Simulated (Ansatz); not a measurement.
Consider ZnGeP$_{2}$ in the chalcopyrite structure (space group I-42d, No. 122).

```xyz
8
Lattice="-2.7121 2.7121 5.3547 2.7121 -2.7121 5.3547 2.7121 2.7121 -5.3547" Properties=species:S:1:pos:R:3 pbc="T T T"
Zn     0.0000     2.7121     2.6774
Zn     0.0000     0.0000     0.0000
Ge     2.7121     0.0000     2.6774
Ge     0.0000     0.0000     5.3547
P      1.3560     1.3651    -1.3387
P      1.3560     1.3470     4.0160
P      4.0591     1.3560     1.3387
P     -1.3470     1.3560     6.6934
```

Calculations: PBEsol, PAW, 420 eV (Ansatz, a quantum-chemistry and plane-wave program; no spin-orbit coupling).

Before the change:

The gap between the host's bands is 1.07 eV. The gap character is indirect, Γ → M–S (33 % along).

Now apply this change: electron doping at 3.0×10^21 cm⁻³ (0.473 per cell), with a uniform compensating background at fixed cell and a 300 K Fermi–Dirac width.

### Question
Predict the new gap between the host's bands, Fermi level from band edge, gap character and largest internal atomic displacement.

### Answer
The gap between the host's bands falls by 0.064 eV to 1.00 eV; the Fermi level relative to the doped band's edge (positive inside the band; to 0.05 eV) comes out as +0.40 eV; the gap character is still indirect, Γ → M–S (33 % along); the largest internal atomic displacement is 0.014 Å.

Carriers are added with a uniform compensating background; total energy and stress of such cells depend on the potential's zero and are not compared; many-body gap narrowing is missing at this level. Whether these cells are dynamically stable was not tested.
